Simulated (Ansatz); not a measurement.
Cells marked so need not be the phases stable at ambient conditions, and some may be hypothetical.

 Where the default PAW files enter, the runs use the earlier of Ansatz's two default sets.

No gap correction and no spin-orbit coupling; mid-gap values are interpolated between computed energies.

A. Ba(MgP)₂ (P-3m1, not sure to be the ambient phase, 5 atoms a cell, 25.3 Å³ an atom), along the normal of (100)
B. LiAsF$_{6}$ (R-3, not sure to be the ambient phase, 8 atoms a cell, 11.2 Å³ an atom), along the normal of (110)
C. SrAlGeH (P3m1, not sure to be the ambient phase, 4 atoms a cell, 19.6 Å³ an atom), along the normal of (110)
D. KSbO3 (Fd-3m, not sure to be the ambient phase, 20 atoms a cell, 15.0 Å³ an atom, -5 GPa at this level), along the normal of (111)
E. YVO₄ (I4_1/amd, not sure to be the ambient phase, 12 atoms a cell, 13.4 Å³ an atom, -2 GPa at this level), along the normal of (100)

Task: Order them by mid-gap decay constant of the slowest evanescent state (lowest first) at the level r2SCAN (Ansatz, a program for electronic structure).

Result: C (0.11 1/Å), A (0.15 1/Å), D (0.21 1/Å), E (0.51 1/Å), B (0.60 1/Å)
